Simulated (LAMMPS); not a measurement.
MD of Ni3Al (L1_2) at zero pressure, 864 atoms, as a liquid; each row is its own run.

Level of theory: classical MD, pair style meam, file MoCoNiVFeAlCr_2nn.meam (LAMMPS).

| T (K) | viscosity (mPa s) |
|---|---|
| 1650 | 7.96 |
| 2140 | 3.25 |
| 2640 | 2.26 |

Fit an Arrhenius law, ln y = a + b / x, to these rows (x is the first column, y the second) and predict the run at x = 1820.

Least squares gives a = -1.3647 and b = 5621. The slope times kB gives an activation energy of 0.48 eV. At x = 1820 the fit predicts 5.61 mPa s. The run itself gave 5.5 ± 0.2 mPa s, so the fit is 2.2 % high, within the run's error.

Caution (rows 1650; 1820): this liquid lies under the melting point of about 2000 K that MEAM MoCoNiVFeAlCr_2nn.meam gives, so it is undercooled.
